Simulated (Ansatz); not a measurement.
System: hcp Gd. Method: RPBE (plane waves, PAW; Ansatz, a program for electronic structure).

Excerpt of the program's output:

```
Crystal: 2 atoms, lattice volume = 66.117 Å³
Basis set: ecut = 520 eV, 1785 PW (Γ), exchange–correlation on 60×60×90 points (8 copies of the dense FFT grid, shifted against one another)
Bands: 30, of which v1, the nominal top of the filled ones, is band 18 counted from 1 (17 counted from 0)
Symmetry: 24 space group operations
Space group: P63/mmc (ITA 194), of the structure as read, at distance tolerance 4.0e-5 Å
k-points: 222 of 3240
Initial density: superposition of atomic densities (chi_scale 0.1, normalization cell)
Functional: x = rpbe, c = pbe(β = 0.06672455060314922)
spin=Collinear: Kerker preconditioning applied to the charge; magnetization (m = ρ↑ − ρ↓) channel mixes plain (no charge-response kernel on spin).
SCF 1 converged in 13 iterations: F = -18686.364901 eV  dr2 = 5.06e-11
SCF converged after 13 iterations
Magnetization: 15.3841 μB (25.6920 up, 10.3080 down)
Free energy (F): -18686.364901 eV
Internal energy: -18686.338683 eV  (E = F + TS)
E sigma→0 (E₀):  -18686.351792 eV
Fermi energy:    12.365869 eV
--- Forces (eV/Å), atoms counted from 1 ---
  atom   1  Gd    -0.00000000     0.00000000     0.00000000
  atom   2  Gd     0.00000000    -0.00000000     0.00000000
--- Stress (GPa, compression-positive) ---
        2.234408      -0.000000       0.000000
        0.000000       2.234408       0.000000
        0.000000       0.000000       2.633407
  P = ⅓ Tr σ = 2.3674 GPa (23.674 kbar)
```

### Question
Write an input file that could have produced this run (the log leaves some choices open).

### Answer
This is not unique; one that fits is 
Ansatz 0.2 input:
```yaml
crystal:
  lattice:
    - [1.81685, -3.146877, 0.0]
    - [1.81685, 3.146877, 0.0]
    - [0.0, 0.0, 5.7821]
  atoms:
    - { symbol: Gd, position: [0.33333333, 0.66666667, 0.25], spin: 7.0 }
    - { symbol: Gd, position: [0.66666667, 0.33333333, 0.75], spin: 7.0 }
basis:
  ecutwfc: 520
  ecutrho_ratio: 4
  xc_grid: 2
kpoints:
  mp_grid: { grid: [18, 18, 10] }
hamiltonian:
  xc: rpbe
  dispersion: none
  pseudopotentials: { kind: paw }
scf:
  occupations: { method: fermi_dirac, width: 0.05 }
  convergence: { dr2_threshold: 0.0000000002 }
output:
  forces: true
  stress: true
  eigenvalues: true
magnetization:
  spin_polarized: true
```

The PAW data were made under PBE.

The run is spin-polarised with parallel starting moments, which need not be the measured order.

Note: the 4f shell is treated without U or exact exchange, so its levels and filling can be wrong. Note: cell and atoms aren't relaxed at this level (pressure 2.4 GPa).
